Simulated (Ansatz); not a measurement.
A self-consistent single point of BeS (F-43m, 2 atoms in the cell) with Ansatz (a program for electronic structure).

Method: PBE (plane waves, PAW; Ansatz).

```
CELL_PARAMETERS angstrom
      0.00000     2.43500     2.43500
      2.43500     0.00000     2.43500
      2.43500     2.43500     0.00000
ATOMIC_POSITIONS crystal
  Be 0.00000 0.00000 0.00000
  S  0.25000 0.25000 0.25000
```

Reference input (self-consistent single point, DFT, PBE, plane waves, default PAW files): basis.ecutwfc = 420 eV; kpoints.mp_grid.grid = 12 12 12; hamiltonian.xc = pbe; hamiltonian.pseudopotentials = {kind: paw} (the program's default PAW files); scf.occupations.method = fermi_dirac; scf.occupations.width = 0.02 eV. This run's input differs from it in these lines:

Ansatz 0.2 input:
```diff
@@ -11,3 +11,3 @@
 kpoints:
-  mp_grid: { grid: [12, 12, 12] }
+  mp_grid: { grid: [4, 4, 4] }
 hamiltonian:
```

Log, with long lists cut:

```
SCF iter   1: F=—  HF=-996.916588 eV  |F-HF|=—  |Δ(HF+E_count)|=         —  Δρ=1.28e-3  dr2=6.69e-4  ethr=1.77e-3  ⟨swp⟩=5.9  Hψ=552  notcnv=0
all-band conjugate gradients solve this SCF's bands
preconditioner: auto → none
SCF iter   2: F=—  HF=-996.916042 eV  |F-HF|=—  |Δ(HF+E_count)|=   5.45e-4  Δρ=6.34e-4  dr2=1.03e-4  ethr=8.36e-6  ⟨swp⟩=2.2  Hψ=191  notcnv=0
SCF iter   3: F=—  HF=-996.916027 eV  |F-HF|=—  |Δ(HF+E_count)|=   1.57e-5  Δρ=2.91e-4  dr2=1.19e-5  ethr=1.29e-6  ⟨swp⟩=2.0  Hψ=90  notcnv=0
SCF iter   4: F=—  HF=-996.916095 eV  |F-HF|=—  |Δ(HF+E_count)|=   6.88e-5  Δρ=1.21e-4  dr2=5.58e-6  ethr=1.48e-7  ⟨swp⟩=2.0  Hψ=99  notcnv=0
SCF iter   5: F=—  HF=-996.916094 eV  |F-HF|=—  |Δ(HF+E_count)|=   1.46e-6  Δρ=6.02e-5  dr2=1.38e-6  ethr=6.98e-8  ⟨swp⟩=1.0  Hψ=64  notcnv=0
SCF iter   6: F=-996.916093 eV  HF=-996.916093 eV  |F-HF|=2.27e-8  |Δ(HF+E_count)|=   4.63e-7  Δρ=9.37e-6  dr2=3.28e-8  ethr=1.25e-9  ⟨swp⟩=2.9  Hψ=234  notcnv=0
SCF 1 converged in 6 iterations: F = -996.916093 eV  dr2 = 3.28e-8
Free energy (F): -996.916093 eV
Internal energy: -996.916093 eV  (E = F + TS)
E sigma→0 (E₀):  -996.916093 eV
Fermi energy:    6.783071 eV
--- Forces (eV/Å), atoms counted from 1 ---
  atom   1  Be     0.00000000    -0.00000000    -0.00000000
  atom   2  S      0.00000000    -0.00000000    -0.00000000
--- Stress (GPa, compression-positive) ---
        0.878815      -0.000000       0.000000
       -0.000000       0.878815       0.000000
       -0.000000       0.000000       0.878815
  P = ⅓ Tr σ = 0.8788 GPa (8.788 kbar)
  The stress holds the Pulay correction. Without it, at fixed plane waves, as pw.x and ABINIT print it: P = 0.8676 GPa
```

The run converged in 6 iterations. Against the reference run the free energy goes up by 24.7 meV/atom, the pressure goes from 0.35 to 0.88 GPa and the gap on the mesh goes from 3.137 to 3.124 eV.

The starting cell has typed, rounded lattice constants, without a prior relaxation at this level. Ansatz's pressure includes its estimate of the finite-basis (Pulay) stress.
